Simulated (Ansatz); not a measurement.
Ansatz (a program for electronic structure) run on TaBe2 (R3m, 6 atoms in the cell): self-consistent single point.

Computed with PBEsol, harder PAW files (source: ansatz) made with PBE (plane waves; Ansatz).

```
CELL_PARAMETERS angstrom
      0.00000     3.24610     3.24610
      3.24610     0.00000     3.24610
      3.24610     3.24610     0.00000
ATOMIC_POSITIONS crystal
  Ta 0.75445 0.75445 0.75445
  Ta 0.50000 0.50000 0.50000
  Be 0.12500 0.62500 0.12500
  Be 0.12500 0.12500 0.12500
  Be 0.62500 0.12500 0.12500
  Be 0.12500 0.12500 0.62500
```

Reference input (self-consistent single point, DFT, PBEsol, plane waves, default PAW files made with PBE): basis.ecutwfc = 420 eV; kpoints.mp_grid.grid = 8 8 8; hamiltonian.xc = pbesol; hamiltonian.pseudopotentials = {kind: paw} (the program's default PAW files); scf.occupations.method = fermi_dirac; scf.occupations.width = 0.1 eV. This run's input differs from it in these lines:

Ansatz 0.2 input:
```diff
@@ -13,3 +13,3 @@
 basis:
-  ecutwfc: 420.0
+  ecutwfc: 1920.0
 kpoints:
@@ -21,2 +21,3 @@
     kind: paw
+    source: ansatz
 scf:
```

The program printed (abridged):

```
SCF iter   1: F=—  HF=-34910.869816 eV  |F-HF|=—  |Δ(HF+E_count)|=         —  Δρ=5.02e-2  dr2=3.51e0  ethr=3.10e-3  ⟨swp⟩=5.9  Hψ=10110  notcnv=0  defer=4
all-band conjugate gradients solve this SCF's bands
preconditioner: auto → Kerker (q_TF=auto, 2.739 Å⁻¹)
SCF iter   2: F=—  HF=-34910.133644 eV  |F-HF|=—  |Δ(HF+E_count)|=   7.36e-1  Δρ=2.53e-2  dr2=6.80e-1  ethr=3.10e-3  ⟨swp⟩=3.9  Hψ=5685  notcnv=0  defer=45
   [... lines left out ...]
SCF iter   6: F=—  HF=-34909.943711 eV  |F-HF|=—  |Δ(HF+E_count)|=   2.86e-4  Δρ=2.34e-4  dr2=9.57e-5  ethr=1.65e-6  ⟨swp⟩=2.0  Hψ=3389  notcnv=0  defer=42
SCF iter   7: F=—  HF=-34909.943886 eV  |F-HF|=—  |Δ(HF+E_count)|=   1.75e-4  Δρ=6.32e-5  dr2=6.19e-6  ethr=1.37e-7  ⟨swp⟩=2.6  Hψ=4193  notcnv=0  defer=42
SCF iter   8: F=—  HF=-34909.943884 eV  |F-HF|=—  |Δ(HF+E_count)|=   1.32e-6  Δρ=1.97e-5  dr2=4.24e-7  ethr=8.84e-9  ⟨swp⟩=2.0  Hψ=4335  notcnv=0  defer=42
SCF iter   9: F=-34909.943884 eV  HF=-34909.943884 eV  |F-HF|=5.97e-8  |Δ(HF+E_count)|=   2.75e-7  Δρ=5.12e-6  dr2=1.33e-8  ethr=1.43e-10  ⟨swp⟩=10.0  Hψ=13944  notcnv=0
SCF 1 converged in 9 iterations: F = -34909.943884 eV  dr2 = 1.33e-8
Free energy (F): -34909.943884 eV
Internal energy: -34909.812359 eV  (E = F + TS)
E sigma→0 (E₀):  -34909.878121 eV
Entropy (-TS):   -0.131525 eV (-21.921 meV/atom)
Fermi energy:    15.366331 eV
--- Forces (eV/Å), atoms counted from 1 ---
  atom   1  Ta    -0.35980736    -0.35980736    -0.35980736
  atom   2  Ta     0.14692775     0.14692775     0.14692775
  atom   3  Be     0.05239642     0.06703656     0.05239642
  atom   4  Be     0.04105198     0.04105198     0.04105198
  atom   5  Be     0.06703656     0.05239642     0.05239642
  atom   6  Be     0.05239642     0.05239642     0.06703656
--- Stress (GPa, compression-positive) ---
       -1.532646      -0.073447      -0.073447
       -0.073447      -1.532646      -0.073447
       -0.073447      -0.073447      -1.532646
  P = ⅓ Tr σ = -1.5326 GPa (-15.326 kbar)
  The stress holds the Pulay correction. Without it, at fixed plane waves, as pw.x and ABINIT print it: P = -1.5370 GPa
```

The run converged in 9 iterations. Against the reference run the pressure moves little (-1.44 to -1.53 GPa) and the largest force moves little (0.626 to 0.623 eV/Å).

The starting cell comes from a database of computed structures (which also holds hypothetical and non-ambient phases and stackings), without a prior relaxation at this level. Its lattice was rescaled by up to half a per cent. One atom was moved a little off its site on purpose. Spin polarisation is off. Ansatz's pressure includes its estimate of the finite-basis (Pulay) stress.

Cost on one core of a shared machine: roughly 3 min.
